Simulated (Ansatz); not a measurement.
Pressure series in CaO

Start from CaO in the rock salt structure (space group Fm-3m, No. 225; a = 4.7948 Å).

Cell and atoms are relaxed at each pressure.

Level of theory: r2SCAN (Ansatz, a quantum-chemistry and plane-wave program), no spin-orbit coupling.

Notes on the quantities. enthalpy: H = E + PV relative to the base's energy.

```csv
case,smallest direct gap,width of the top valence band,enthalpy,volume per atom
base,4.57 eV,1.20 eV,–,13.78 Å³
pressure −2 GPa,4.58 eV,1.17 eV,-0.17 eV/atom,14.03 Å³
pressure −1 GPa,4.58 eV,1.18 eV,-0.09 eV/atom,13.90 Å³
pressure 1.8 GPa,4.57 eV,1.23 eV,+0.15 eV/atom,13.58 Å³
pressure 4.2 GPa,4.55 eV,1.27 eV,+0.36 eV/atom,13.33 Å³
pressure 9 GPa,4.53 eV,1.34 eV,+0.75 eV/atom,12.89 Å³
pressure 18 GPa,4.46 eV,1.46 eV,+1.45 eV/atom,12.23 Å³
pressure 30 GPa,4.37 eV,1.61 eV,+2.34 eV/atom,11.56 Å³
pressure 45 GPa,4.24 eV,1.77 eV,+3.39 eV/atom,10.92 Å³
pressure 60 GPa,4.11 eV,1.92 eV,+4.39 eV/atom,10.42 Å³
```

Load acts through the strain it causes; cell and atoms are relaxed under it. No phonon test of stability was made. No other phases were tried under pressure.
